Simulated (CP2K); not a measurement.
Worked example: self-consistent single point of Sb2Pt (Pa-3, 12 atoms in the cell) in CP2K.

Level of theory: PBEsol, GPW, DZVP-MOLOPT-SR-GTH basis, GTH-PBE potentials (GTH_POTENTIALS) run with CP2K.

```
Sb2Pt
1.0
    6.49977     0.00000     0.00000
    0.00000     6.49977     0.00000
    0.00000     0.00000     6.49977
Sb Pt
8 4
Direct
  0.37525   0.12475   0.87525
  0.62475   0.87525   0.12475
  0.12475   0.87525   0.37525
  0.87525   0.12475   0.62475
  0.87525   0.37525   0.12475
  0.12475   0.62475   0.87525
  0.62475   0.62475   0.62475
  0.37525   0.37525   0.37525
  0.00000   0.50000   0.50000
  0.50000   0.50000   0.00000
  0.50000   0.00000   0.50000
  0.00000   0.00000   0.00000
```

Reference input (self-consistent single point, DFT PBEsol, GPW, DZVP-MOLOPT-SR-GTH basis, GTH-PBE potentials (GTH_POTENTIALS)): CUTOFF = 500 Ry; REL_CUTOFF = 60 Ry; SMEAR/METHOD = GAUSSIAN; SIGMA = 0.272 eV; KPOINTS/SCHEME = MACDONALD 3 3 3 0.1666666667 0.1666666667 0.1666666667; XC_FUNCTIONAL = PBE:PBESOL; Sb/BASIS_SET = DZVP-MOLOPT-SR-GTH; Sb/POTENTIAL = GTH-PBE-q5; Pt/BASIS_SET = DZVP-MOLOPT-SR-GTH; Pt/POTENTIAL = GTH-PBE-q18; METHOD = GPW; EPS_DEFAULT = 1e-10. This run's input differs from it in these lines:

```diff
@@ -36,3 +36,3 @@
         METHOD GAUSSIAN
-        SIGMA [eV] 0.272
+        SIGMA [eV] 0.15
       &END SMEAR
```

Log, with long lists cut:

```
 SCF WAVEFUNCTION OPTIMIZATION

  Step     Update method      Time    Convergence         Total energy    Change
     1 NoMix/Diag. 0.20E+00      -     0.45846565      -526.5323825118 -5.27E+02
     2 Broy./Diag. 0.20E+00      -     0.03019604      -533.3409393826 -6.81E+00
     3 Broy./Diag. 0.20E+00      -     0.06528788      -529.5563573589  3.78E+00
     4 Broy./Diag. 0.20E+00      -     0.01556256      -525.1858398837  4.37E+00
     5 Broy./Diag. 0.20E+00      -     0.02127019      -524.5726527555  6.13E-01
     6 Broy./Diag. 0.20E+00      -     0.00231559      -524.8192786283 -2.47E-01
   [... 8 lines left out ...]
    15 Broy./Diag. 0.20E+00      -     0.00000161      -524.6579495784 -2.46E-05
    16 Broy./Diag. 0.20E+00      -     0.00000020      -524.6579688371 -1.93E-05
    17 Broy./Diag. 0.20E+00      -     0.00000049      -524.6579793776 -1.05E-05
    18 Broy./Diag. 0.20E+00      -     0.00000001      -524.6579823496 -2.97E-06
  *** SCF run converged in    18 steps ***

  Overlap energy of the core charge distribution:               0.00000002297728
  Self energy of the core charge distribution:               -826.81505342157982
  Core Hamiltonian energy:                                    181.74791762832314
  Hartree energy:                                             178.15156191357030
  Exchange-correlation energy:                                -57.74232826307767
  Smearing free energy correction:                             -0.00008022976330
  Fermi energy:                                                 0.29812997091304

  Total energy:                                              -524.65798234955878
  Total energy (extrapolated to sigma->0):                   -524.65794223467708

   [... lines left out ...]

 STRESS| Analytical stress tensor [bar]
 STRESS|                        x                   y                   z
 STRESS|      x        1.88149583839E+04  -6.90411027273E-03   3.57372658137E-03
 STRESS|      y       -6.90411027273E-03   1.88149589167E+04   8.19236957399E-03
 STRESS|      z        3.57372658137E-03   8.19236957399E-03   1.88149609477E+04
 STRESS| 1/3 Trace                                             1.88149594161E+04
```

The run converged in 18 iterations. Against the reference run the free energy stays essentially unchanged (within 1 meV/atom), the pressure goes from 2.01 to 1.88 GPa and the largest force goes from 0.221 to 0.214 eV/Å.

The starting cell comes from a database of computed structures (which also holds hypothetical and non-ambient phases and stackings), without a prior relaxation at this level. Values carry the incompleteness of an atom-centred basis. The potentials were made for another functional than the one used.

Cost on one core of a shared machine: roughly 80 s.
